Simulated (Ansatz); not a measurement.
# What Hf → Zr does to Hf

The parent structure is Hf in the hcp (Mg type) structure (space group P6_3/mmc, No. 194; a = 3.159 Å, c = 5.000 Å).

The change: Zr takes the place of Hf on all its sites, then cell and atoms are relaxed.

Calculations: plane-wave PAW DFT at the PBEsol level (Ansatz, a quantum-chemistry and plane-wave program, 420 eV), no spin-orbit coupling. Settings: 17×17×9 k-points, 0.05 eV Fermi–Dirac smearing.

```csv
quantity,base,changed,shift
volume per atom,21.61 Å³,22.46 Å³,+0.858 Å³
density,13.72 g/cm³,6.74 g/cm³,-6.974 g/cm³
lattice parameter a,3.159 Å,3.184 Å,+0.025 Å
c/a ratio,1.583,1.607,+0.024
space group,P6_3/mmc (No. 194),P6_3/mmc (No. 194),–
shortest interatomic distance,3.095 Å,3.150 Å,+0.0558 Å
band gap,zero,zero,–
```

Final structure:

```yaml
crystal:
  lattice:
    - [3.18421, 0.00000, 0.00000]
    - [-1.59211, 2.75761, 0.00000]
    - [0.00000, 0.00000, 5.11671]
  atoms:
    - { symbol: Zr, position: [0.33333, 0.66667, 0.75000] }
    - { symbol: Zr, position: [0.66667, 0.33333, 0.25000] }
```

No phonon test of stability was made. All final runs are without spin polarisation.
